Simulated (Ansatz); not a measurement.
# What uniaxial strain ε_zz = +2.00 % does to InAs

The parent structure is InAs in the zinc blende structure (space group F-43m, No. 216; a = 6.1096 Å). Axes: x, y, z lie along the cube axes.

One thing is altered: the cell is stretched by 2.00 % along z with no lateral relaxation; the atoms relax in the strained cell.

All numbers come from DFT with r2SCAN, PAW potentials and a 500 eV plane-wave cutoff in Ansatz (an electronic-structure program), without spin-orbit coupling. Settings: 9×9×9 k-points, 0.05 eV Fermi–Dirac smearing.

The energy rises by 2.9 meV/atom and the band gap changes from 0.08 eV to zero. The stress (xx, yy, zz, yz, xz, xy; compression positive) comes out as (-0.8, -0.8, -1.6, 0.0, 0.0, 0.0) GPa (rough).

Final structure:

```
InAs
1.0
    0.00000     3.05478     3.11588
    3.05478     0.00000     3.11588
    3.05478     3.05478     0.00000
In As
1 1
Direct
  0.00000   0.00000   0.00000
  0.25000   0.25000   0.25000
```

The mesh was chosen for an insulator and is coarse for the gapless case. Without a gap, meshes like the base's 9×9×9 leave anisotropic stresses uncertain by several tenths of a GPa, and small strain energies with them. No phonon test of stability was made. All final runs are without spin polarisation. A zero or small gap of InAs can be the functional's error rather than a property of the material.
